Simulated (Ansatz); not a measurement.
Input:

End structure of the (22-41) surface of hcp Re in its 1x1 cell, outermost plane spacing 0.34 Å in the ideal cut:

```xyz
31
Lattice="4.8077 0.0000 0.0000 2.4038 9.0689 0.0000 0.0000 0.0000 26.5000" Properties=species:S:1:pos:R:3 pbc="T T T"
Re     4.1269     8.0800     8.3690
Re     5.4740     5.7726     8.5985
Re     4.1225     3.5406     8.9274
Re     0.7137     1.2996     9.2414
Re     6.3673     8.1212     9.4694
Re     3.2378     5.9914     9.7401
Re     1.5826     3.7478    10.0616
Re     3.2099     1.5114    10.4250
Re     4.0198     8.3448    10.9164
Re     5.6006     6.1611    11.1926
Re     4.0128     3.9321    11.4967
Re     0.8002     1.7321    11.8618
Re     6.4103     8.5922    12.2184
Re     3.2015     6.3640    12.5468
Re     1.6057     4.1492    12.8585
Re     3.2079     1.9567    13.2502
Re     4.0096     8.8331    13.6412
Re     5.6056     6.6181    13.9535
Re     4.0063     4.3901    14.2816
Re     0.7999     2.1809    14.6382
Re     6.4167     9.0500    15.0032
Re     3.1969     6.8213    15.3076
Re     1.6163     4.6373    15.5829
Re     3.2093     2.4026    16.0745
Re     1.5824     0.1655    16.4390
Re     5.6422     6.9908    16.7600
Re     3.9641     4.8613    17.0310
Re     0.7131     2.6137    17.2590
Re     4.1218     0.3725    17.5725
Re     3.0706     7.2094    17.9015
Re     1.7235     4.9008    18.1305
```

Slab: 31 atoms, 10.3 Å thick at the start (thin: gaps and levels are the slab's own); k 8x4x1, smearing 0.1 eV, dipole-corrected; single point; no symmetry held, on the structure that PBE left; no spin, no spin-orbit, no U.

### Question
Give the work function of the top face at the level r2SCAN, at the PBE geometry run with Ansatz (a first-principles code).

### Answer
4.44 eV
